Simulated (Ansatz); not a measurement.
```
CELL_PARAMETERS angstrom
      3.37032     0.00000     0.00000
     -1.68516     2.91878     0.00000
      0.00000     0.00000    10.16872
ATOMIC_POSITIONS crystal
  Li 0.33333 0.66667 0.23205
  Li 0.66667 0.33333 0.73205
  Pb 0.00000 0.00000 0.01570
  Pb 0.00000 0.00000 0.51570
  N  0.33333 0.66667 0.64306
  N  0.66667 0.33333 0.14306
```

The cell was generated from a structure type, relaxed within its symmetry, and need not be the phase found at ambient conditions. Spin-orbit coupling is not included.

Question: Give the diagonal Born effective charges atom by atom and the electronic dielectric tensor from linear response, DFT at the PBEsol level (Ansatz, a program for electronic structure).

Answer: 
| atom | Z*xx | Z*yy | Z*zz |
|---|---|---|---|
| Li1 | 1.09 | 1.09 | 1.58 |
| Li2 | 1.09 | 1.09 | 1.58 |
| Pb3 | 2.69 | 2.69 | 0.29 |
| Pb4 | 2.69 | 2.69 | 0.29 |
| N5 | -3.78 | -3.78 | -1.87 |
| N6 | -3.78 | -3.78 | -1.87 |

ε∞ diagonal: 10, 10, 7.6. The k mesh is 8×8×4. The program warned that the k mesh resolves the field response only roughly, so the permittivities and charges are not converged. Away from Γ the polar cell without biaxial strain shows no imaginary mode on a 2×2×2 mesh.

The PAW data sets were generated under PBE and serve the other functionals too.
